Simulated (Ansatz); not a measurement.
SiC under load (space group Imm2), r2SCAN with spin-orbit coupling, rigid bands (Ansatz, a quantum-chemistry and plane-wave program). Condition of this run: uniaxial stress along [110] of 5 GPa (compression positive) (the target of the relaxation). Band gap 1.60 eV, N_c = 9.82e18 cm⁻³ and N_v = 3.68e19 cm⁻³ at 300 K, conductivity masses along x (a = (-0.01, 2.17, 2.19) Å; b = (2.17, -0.01, 2.19) Å; c = (2.16, 2.16, 0.00) Å) of 0.337 mₑ (electrons) and 0.562 mₑ (holes). Take k_BT = 0.02585 eV.

Task: A film of it is 3 nm thick, with its normal along the direction named. Estimate the confinement energies in an infinite well.

Result: ħ²π²/(2m t²) = 0.376 eV·nm²/(m/mₑ × t²) gives 124 meV for electrons and 74.3 meV for holes, so the gap would widen to about 1.80 eV. Finite barriers and nonparabolic bands lower this, and with several valleys or bands the heaviest mass along the normal sets the lowest level, not this average.

Task: What thermal injection velocity √(2k_BT/πm) limits a ballistic channel along the direction named?

Result: 9.27e6 cm/s for electrons and 7.18e6 cm/s for holes, a ratio of √(m_h/m_e) = 1.29, for dilute carriers.

Task: What built-in voltage has an abrupt junction with N_A = 1e16 and N_D = 1e18 cm⁻³, all dopants ionised?

Result: V_bi = E_g/e − (k_BT/e) ln(N_c N_v/(N_A N_D)) = 1.60 − 0.02585 × 10.50 = 1.33 V, for the computed gap.

Rigid bands with the computed gap; masses take one relaxation time for all states. Geometry: cell and atoms relaxed with PBEsol.
